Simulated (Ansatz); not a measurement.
## SnO2, response to strain

Base system: SnO$_{2}$ in the rutile structure (space group P4_2/mnm, No. 136).

```yaml
crystal:
  lattice:
    - [4.76918, 0.00000, 0.00000]
    - [0.00000, 4.76918, 0.00000]
    - [0.00000, 0.00000, 3.21200]
  atoms:
    - { symbol: Sn, position: [0.00000, 0.00000, 0.00000] }
    - { symbol: Sn, position: [0.50000, 0.50000, 0.50000] }
    - { symbol: O, position: [0.30627, 0.30627, 0.00000] }
    - { symbol: O, position: [0.80627, 0.19373, 0.50000] }
    - { symbol: O, position: [0.19373, 0.80627, 0.50000] }
    - { symbol: O, position: [0.69373, 0.69373, 0.00000] }
```

Cartesian axes are those of the cell as printed.

Strains are applied to the cell and any free atomic positions relax; under biaxial strain the out-of-plane vector relaxes too.

Calculations: Ansatz (a first-principles code) PBEsol, no SOC.

```csv
variant,shortest interatomic distance,ratio −ε⊥/ε∥,band gap
base,2.066 Å,–,0.92 eV
"biaxial strain −3.00 %, plane normal [001], relaxed out of plane",2.009 Å,0.80,1.20 eV
"biaxial strain −2.40 %, plane normal [001], relaxed out of plane",2.020 Å,0.78,1.14 eV
"biaxial strain −1.80 %, plane normal [001], relaxed out of plane",2.031 Å,___,1.09 eV
"biaxial strain −1.20 %, plane normal [001], relaxed out of plane",2.042 Å,___,1.03 eV
"biaxial strain −0.60 %, plane normal [001], relaxed out of plane",2.054 Å,–,0.97 eV
```

Question: Some entries are withheld; estimate them.

Answer: 
- biaxial strain −1.80 %, plane normal [001], relaxed out of plane, ratio −ε⊥/ε∥: 0.76
- biaxial strain −1.20 %, plane normal [001], relaxed out of plane, ratio −ε⊥/ε∥: 0.75

Stability against distortions was not tested.
